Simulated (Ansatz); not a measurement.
**A self-consistent single point of Sc (P4/nmm, 4 atoms in the cell) with Ansatz (an electronic-structure program)**

Computed with LDA (PW92), default PAW files made with PBE (plane waves; Ansatz).

The input file:

Ansatz 0.2 input:
```yaml
crystal:
  lattice:
    - [5.438948, 0.000000, 0.000000]
    - [0.000000, 5.438948, 0.000000]
    - [0.000000, 0.000000, 3.445516]
  atoms:
    - { symbol: Sc, position: [0.500000, 0.500000, 0.000000] }
    - { symbol: Sc, position: [0.000000, 0.000000, 0.000000] }
    - { symbol: Sc, position: [0.500000, 0.000000, 0.532660] }
    - { symbol: Sc, position: [0.000000, 0.500000, 0.467340] }
basis:
  ecutwfc: 420.0 eV
kpoints:
  mp_grid:
    grid: [6, 6, 10]
hamiltonian:
  xc: lda
  pseudopotentials:
    kind: paw
scf:
  occupations:
    method: gaussian
    width: 0.1 eV
output:
  forces: true
  eigenvalues: true
  stress: true
```

Output (repeated stretches shortened):

```
WARN ansatz: RAYON_NUM_THREADS=1 ignored (pool sized by the plan → 1); use --threads N
Pseudopotentials: kind: paw
Pseudopotential: Sc, paw, valence charge 11
Crystal: 4 atoms, lattice volume = 101.926 Å³
Basis set: ecut = 420 eV, 1991 PW (Γ)
Bands: 27, of which v1, the nominal top of the filled ones, is band 22 counted from 1 (21 counted from 0)
Symmetry: 16 space group operations
Space group: P4/nmm (ITA 129), of the structure as read, at distance tolerance 4.7e-5 Å
k-points: 60 of 360
PAW frozen core: Sc, regenerated for the run's functional, and the local potential with it
Initial density: superposition of atomic densities (neutral atoms: chi_scale 0, normalization atom), corrected by the library's trained network
Initial wavefunctions: pseudopotential atomic-orbital guess
Eigensolver: davidson
Functional: x = slater, c = lda
SCF iter   1: F=—  HF=-8355.359331 eV  |F-HF|=—  |Δ(HF+E_count)|=         —  Δρ=4.03e-3  dr2=7.69e-3  ethr=1.77e-3  ⟨swp⟩=4.8  Hψ=6512  notcnv=0
all-band conjugate gradients solve this SCF's bands
preconditioner: auto → Kerker (q_TF=auto, 2.372 Å⁻¹)
SCF iter   2: F=—  HF=-8355.358811 eV  |F-HF|=—  |Δ(HF+E_count)|=   5.20e-4  Δρ=2.27e-3  dr2=2.58e-3  ethr=1.75e-5  ⟨swp⟩=1.2  Hψ=2122  notcnv=0
SCF iter   3: F=—  HF=-8355.359163 eV  |F-HF|=—  |Δ(HF+E_count)|=   3.51e-4  Δρ=4.16e-4  dr2=2.19e-4  ethr=5.86e-6  ⟨swp⟩=2.1  Hψ=2313  notcnv=0
SCF iter   4: F=—  HF=-8355.359139 eV  |F-HF|=—  |Δ(HF+E_count)|=   2.32e-5  Δρ=7.84e-5  dr2=3.14e-6  ethr=4.97e-7  ⟨swp⟩=2.0  Hψ=1902  notcnv=0
SCF iter   5: F=—  HF=-8355.359137 eV  |F-HF|=—  |Δ(HF+E_count)|=   2.60e-6  Δρ=1.72e-5  dr2=1.75e-7  ethr=7.14e-9  ⟨swp⟩=2.0  Hψ=2907  notcnv=0
SCF iter   6: F=-8355.359137 eV  HF=-8355.359137 eV  |F-HF|=6.58e-9  |Δ(HF+E_count)|=   2.76e-8  Δρ=3.85e-6  dr2=1.52e-8  ethr=2.27e-10  ⟨swp⟩=5.0  Hψ=5350  notcnv=0
SCF 1 converged in 6 iterations: F = -8355.359137 eV  dr2 = 1.52e-8
SCF converged after 6 iterations
Free energy (F): -8355.359137 eV
Harris-Foulkes:  -8355.359137 eV  (|F-HF|=6.58e-9)
Internal energy: -8355.304207 eV  (E = F + TS)
E sigma→0 (E₀):  -8355.331672 eV
Entropy (-TS):   -0.054930 eV (-13.732 meV/atom)
Fermi energy:    8.705655 eV
--- Per-component energies (eV) ---
  E_band       = -697.236085
  E_kinetic    = 1037.073238
  E_local      = -3444.033507  (includes V_loc(G=0)·N_el)
  E_nonlocal   = 347.411426
  E_hartree    = 1170.157999
  E_xc         = -409.300419
  E_vxc        = -510.034300  (∫ρ·V_xc dr)
  E_paw        = -3639.562934  (= ΣΔE_a)
  E_vpaw       = -467.970377  (= ΣTr[D̂ρ^β])
  E_aug_tail   = 0.000039  (compensation charges beyond the density's cutoff)
  E_ewald      = -3418.269741
  E_core_change = 1.219691  (= ΣΔE_core)
  E_smearing   = -0.054930  (= −TS)
  E_closure    = -0.000000  (closes the sum)
  Σ components = -8355.359137   (vs F -8355.359137, Δ=0.00e0)
--- Forces (eV/Å), atoms counted from 1 ---
  atom   1  Sc     0.00000000     0.00000000     0.00000000
  atom   2  Sc     0.00000000     0.00000000     0.00000000
  atom   3  Sc     0.00000000     0.00000000    -0.17409886
  atom   4  Sc     0.00000000     0.00000000     0.17409886
  max |Σ_I F_I| component: 0.00e0 eV/Å
--- Stress (GPa, compression-positive) ---
       -5.822951       0.000000       0.000000
        0.000000      -5.822951       0.000000
        0.000000       0.000000      -5.789443
  P = ⅓ Tr σ = -5.8118 GPa (-58.118 kbar)
  The stress holds the Pulay correction. Without it, at fixed plane waves, as pw.x and ABINIT print it: P = -5.8193 GPa
--- Band table (eV; the first three rows and the last of 60) ---
  k-point 0: bands = ["-40.4264", "-40.3752", "-40.3689", "-40.3272", "-19.4999", "-19.4999", "-19.4102", "-19.4102", "-19.3022", "-19.2030", "-19.1925", "-19.1290", "-19.1290", "-19.1132", "-19.1132", "-19.1040", "3.6005", "6.8927", "6.8934", [...]
  k-point 1: bands = ["-40.4231", "-40.3742", "-40.3680", "-40.3285", "-19.4898", "-19.4898", "-19.4027", "-19.4027", "-19.3098", "-19.2153", "-19.2048", "-19.1346", "-19.1346", "-19.1216", "-19.1209", "-19.1209", "3.7519", "7.0360", "7.0362", [...]
  k-point 2: bands = ["-40.4138", "-40.3716", "-40.3654", "-40.3324", "-19.4607", "-19.4607", "-19.3815", "-19.3815", "-19.3283", "-19.2474", "-19.2369", "-19.1688", "-19.1516", "-19.1516", "-19.1430", "-19.1430", "4.1924", "7.4322", "7.4337", [...]
  k-point 59: bands = ["-40.3671", "-40.3671", "-40.3607", "-40.3607", "-19.4857", "-19.4857", "-19.4820", "-19.4820", "-19.2565", "-19.2565", "-19.2531", "-19.2531", "-19.1414", "-19.1414", "-19.1389", "-19.1389", "7.0336", "7.0336", "7.0345", [...]
```

The run converged in 6 iterations.

The starting cell comes from a database of computed structures (which also holds hypothetical and non-ambient phases and stackings), without a prior relaxation at this level. Its lattice was rescaled by up to half a per cent. With a pressure of about -6 GPa the cell is away from its equilibrium volume at this level. Ansatz's pressure includes its estimate of the finite-basis (Pulay) stress.
